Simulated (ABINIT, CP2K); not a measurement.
A CP2K input for a self-consistent single point of NiAl (Pm-3m, 2 atoms in the cell) (DFT PBE, GPW, DZVP-MOLOPT-SR-GTH basis, GTH-PBE potentials (GTH_POTENTIALS)):

```
&GLOBAL
  PROJECT calc
  RUN_TYPE ENERGY_FORCE
  PRINT_LEVEL MEDIUM
&END GLOBAL
&FORCE_EVAL
  METHOD Quickstep
  STRESS_TENSOR ANALYTICAL
  &DFT
    BASIS_SET_FILE_NAME BASIS_MOLOPT
    POTENTIAL_FILE_NAME GTH_POTENTIALS
    &QS
      METHOD GPW
      EPS_DEFAULT 1E-10
    &END QS
    &MGRID
      CUTOFF 600
      REL_CUTOFF 50
      NGRIDS 5
    &END MGRID
    &SCF
      SCF_GUESS ATOMIC
      EPS_SCF 1E-6
      MAX_SCF 100
      ADDED_MOS 5
      &DIAGONALIZATION
        ALGORITHM STANDARD
      &END DIAGONALIZATION
      &MIXING
        METHOD BROYDEN_MIXING
        ALPHA 0.2
        NBUFFER 10
        BETA 1.5
      &END MIXING
      &SMEAR ON
        METHOD GAUSSIAN
        SIGMA [eV] 0.136
      &END SMEAR
    &END SCF
    &KPOINTS
      SCHEME MONKHORST-PACK 9 9 9
    &END KPOINTS
    &XC
      &XC_FUNCTIONAL PBE
      &END XC_FUNCTIONAL
    &END XC
    &PRINT
      &MO
        EIGENVALUES T
        OCCUPATION_NUMBERS T
        NDIGITS 8
        FILENAME mo
        &EACH
          QS_SCF 0
        &END EACH
        ADD_LAST NUMERIC
      &END MO
      &MULLIKEN ON
      &END MULLIKEN
    &END PRINT
  &END DFT
  &SUBSYS
    &CELL
      A 2.89000000 0.00000000 0.00000000
      B 0.00000000 2.89000000 0.00000000
      C 0.00000000 0.00000000 2.89000000
      PERIODIC XYZ
    &END CELL
    &COORD
      SCALED
      Al       0.50000000     0.50000000     0.50000000
      Ni       0.00000000     0.00000000     0.00000000
    &END COORD
    &KIND Al
      BASIS_SET DZVP-MOLOPT-SR-GTH-q3
      POTENTIAL GTH-PBE-q3
    &END KIND
    &KIND Ni
      BASIS_SET DZVP-MOLOPT-SR-GTH-q18
      POTENTIAL GTH-PBE-q18
    &END KIND
  &END SUBSYS
  &PRINT
    &FORCES ON
    &END FORCES
    &STRESS_TENSOR ON
    &END STRESS_TENSOR
  &END PRINT
&END FORCE_EVAL
```

Translate this input to ABINIT.

One input that does it (others would too):

```
# NiAl, PseudoDojo nc-sr-05 PBE standard
pp_dirpath "./"
pseudos "Al.upf, Ni.upf"
acell 3*1.0
rprim
         5.4613085002    0.0000000000    0.0000000000
         0.0000000000    5.4613085002    0.0000000000
         0.0000000000    0.0000000000    5.4613085002
natom 2
ntypat 2
znucl 13 28
typat 1 2
xcart
         1.4450000000    1.4450000000    1.4450000000
         0.0000000000    0.0000000000    0.0000000000
      Angstrom
ecut 1333 eV
occopt 7
tsmear 0.00499791
nband 16
kptopt 1
ngkpt 9 9 9
nshiftk 1
shiftk 0 0 0
nstep 60
toldfe 1.0e-09
prtwf 0
prtden 0
enunit 1
```

Basis, cutoffs, solver keys and any potentials are the target program's own. This input uses DFT, PBE, plane waves, norm-conserving pseudopotentials (PseudoDojo nc-sr-05 PBE standard). Both were run: pressure 0.55 GPa in CP2K and 0.26 in ABINIT.

On ABINIT: the starting cell has typed, rounded lattice constants, without a prior relaxation at this level. Spin polarisation is off.

On CP2K: the starting cell has typed, rounded lattice constants, without a prior relaxation at this level. Spin polarisation is off. Values carry the incompleteness of an atom-centred basis.
